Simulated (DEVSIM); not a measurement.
Structure: abrupt Si p-n junction, at 300 K.

```tsv
layer (left to right)	material	thickness (μm)	Nd (cm⁻³)	Na (cm⁻³)	τn (s)	τp (s)
1	Si	2.20	-	1.3e17	0.00087	0.00087
2	Si	0.830	5.1e17	-	0.00087	0.00087
```

Left contact: ohmic. Right contact: ohmic. Voltage is applied to the left contact. Recombination: SRH at mid-gap, Auger. Mobility is μmin + (μ − μmin)/(1 + (N/Nref)^α).

Constants are typed, rounded textbook-type inputs, not results; the design itself was drawn at random and stands for no fabricated device. Values at 300 K.

```tsv
parameter	Si
gap (eV)	1.124
affinity (eV)	4.05
permittivity	11.7
Nc (cm⁻³)	2.86e19
Nv (cm⁻³)	3.1e19
μn (cm²/Vs)	1417
μp (cm²/Vs)	470
μn,min	52
μp,min	45
Nref,n	9.7e16
Nref,p	2.2e17
αn	0.68
αp	0.72
Cn (cm⁶/s)	2.8e-31
Cp (cm⁶/s)	9.9e-32
```

Model (solved in DEVSIM): 1D drift-diffusion, Boltzmann statistics, complete ionisation; no tunnelling, impact ionisation, image-force lowering or self-heating.

The doping Nd of layer 2 was swept, all else fixed.

```tsv
doping Nd of layer 2 (cm^-3)	largest field in the device at zero bias (V/cm)	dark forward voltage at 1 A/cm² (V)	potential step across the device at zero bias (V)	dark forward voltage at 100 A/cm² (V)
1.5e16	56000	0.578	0.787	0.706
5.1e16	93000	0.611	0.819	0.735
1.5e17	130000	0.634	0.847	0.755
5.1e17	160000	0.647	0.878	0.768
1.5e18	180000	0.650	0.906	0.771
5.1e18	200000	0.651	0.938	0.771
```

From the first row to the last the largest field in the device at zero bias goes from 56000 to 200000. From the first row to the last the dark forward voltage at 1 A/cm² goes from 0.578 to 0.651.
